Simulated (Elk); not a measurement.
Elk run on V (Im-3m, 1 atom in the cell): self-consistent single point.

Method: PBE, all-electron FP-LAPW, Elk's shipped species files, APW+lo basis with extra local orbitals run with Elk.

The change in words: lattice scaled by 0.97; rgkmax: 7.5 → 5.81. Reference geometry:
```xyz
1
Lattice="-1.4688 1.4688 1.4688 1.4688 -1.4688 1.4688 1.4688 1.4688 -1.4688" Properties=species:S:1:pos:R:3 pbc="T T T"
V      0.0000     0.0000     0.0000
```

Reference input (self-consistent single point, DFT, PBE, all-electron FP-LAPW, Elk's shipped species files, APW+lo basis with extra local orbitals): xctype = 20; rgkmax = 7.5; swidth = 0.00367493 Ha; ngridk = 11 11 11; gmaxvr = 16 1/bohr; nxlo = 2; lorbcnd = true; rmtscf = 0.94; lmaxi = 2; maxscl = 100. This run's input differs from it in these lines:

```diff
@@ -7,3 +7,3 @@
 rgkmax
-  7.5
+  5.81
 
@@ -31,5 +31,5 @@
 avec
-   -2.7756902031    2.7756902031    2.7756902031
-    2.7756902031   -2.7756902031    2.7756902031
-    2.7756902031    2.7756902031   -2.7756902031
+   -2.6924194214    2.6924194214    2.6924194214
+    2.6924194214   -2.6924194214    2.6924194214
+    2.6924194214    2.6924194214   -2.6924194214
```

Log, with long lists cut:

```
│ Self-consistent loop started │
│ Loop number : 1 │
 total energy                :     -947.820258848
│ Loop number : 2 │
 total energy                :     -947.890728408
RMS change in Kohn-Sham potential (target) :   0.3015294309     (  0.1000000000E-05)
Absolute change in total energy (target)   :   0.7046955983E-01 (  0.1000000000E-03)
│ Loop number : 3 │
 total energy                :     -947.950960656
RMS change in Kohn-Sham potential (target) :   0.2925488783     (  0.1000000000E-05)
Absolute change in total energy (target)   :   0.7784963807E-01 (  0.1000000000E-03)
│ Loop number : 4 │
   [... lines left out ...]
Absolute change in total energy (target)   :   0.9475346598E-03 (  0.1000000000E-03)
│ Loop number : 12 │
 total energy                :     -949.336920241
RMS change in Kohn-Sham potential (target) :   0.2093656473E-06 (  0.1000000000E-05)
Absolute change in total energy (target)   :   0.1846872713E-03 (  0.1000000000E-03)
│ Loop number : 13 │
 total energy                :     -949.336919965
RMS change in Kohn-Sham potential (target) :   0.1726243090E-06 (  0.1000000000E-05)
Absolute change in total energy (target)   :   0.4589584569E-04 (  0.1000000000E-03)
Convergence targets achieved

│ Loop number : 14 │

Energies :
 Fermi                       :     0.414684674382
 total energy                :     -949.336922562

Density of states at Fermi energy :    44.64914448
 (states/Hartree/unit cell)

Estimated indirect band gap :   0.1367740959E-03
 from k-point     24 to k-point     42
Estimated direct band gap   :   0.1144180540E-01
 at k-point     28

Charges :
 core                        :    10.00000000
 valence                     :    13.00000000
 interstitial                :    1.419992420
 muffin-tins (core leakage)
  species :    1 (V)
   atom    1                 :    21.58000758     (  0.5514877444E-09)
 total in muffin-tins        :    21.58000758
 total calculated charge     :    23.00498294
 total charge                :    23.00000000
 error                       :   0.4982935304E-02

│ Self-consistent loop stopped │
```

The run converged in 14 iterations. The count includes the last loop, which Elk runs after its targets are met. Against the reference run the free energy rises by 916 meV/atom.

The starting cell comes from a database of computed structures (which also holds hypothetical and non-ambient phases and stackings), without a prior relaxation at this level. Its lattice was rescaled by a random factor within 2.5 % of one. For this run, on top of that: lattice scaled by 0.97. Spin polarisation is off. Values depend on the basis (sphere radii, cutoffs, local orbitals), which need not be converged. The log's line on a gap gives a spacing of levels on this mesh, which the program prints for metals too.
